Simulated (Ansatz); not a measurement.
Take Si in the diamond structure (space group Fd-3m, No. 227; a = 5.434 Å) as the base.

All numbers come from Kohn–Sham DFT with the PBEsol functional, run in Ansatz (a quantum-chemistry and plane-wave program) with PAW and 420 eV plane waves, no SOC.

Base values:

- Smallest direct gap = 2.52 eV
- Valley order = a point along ⟨100⟩, about 1.0 Å⁻¹ from Γ 0.47 eV; L along ⟨111⟩ 1.46 eV
- Hole mass = 0.17, 0.26, 0.26 mₑ (at Γ)

Perturbation: the cell is scaled by 1.0300 in all directions; the atoms relax in the strained cell.

Task: What happens to the smallest direct gap?

Result: The smallest direct gap drops by 0.25 eV, from 2.52 eV to 2.27 eV.

Task: What does the calculation give for the energy relative to the base after the change?

Result: The energy goes up by 43 meV/atom.

Task: Estimate the effect on the valley order.

Result: The valley order (the lowest conduction-band minima on the path, energy above the VBM, named in the base's zone) changes from a point along ⟨100⟩, about 1.0 Å⁻¹ from Γ 0.47 eV; L along ⟨111⟩ 1.46 eV to a point along ⟨100⟩, about 0.9 Å⁻¹ from Γ 0.61 eV; L along ⟨111⟩ 1.15 eV.

Task: How does this affect the hole mass?

Result: The hole mass (degenerate bands, along [100]) changes from 0.17, 0.26, 0.26 mₑ (at Γ) to 0.13, 0.28, 0.28 mₑ (at Γ).

Masses are band curvatures over ±0.01 Å⁻¹ around the edge. Stability against distortions was not tested.
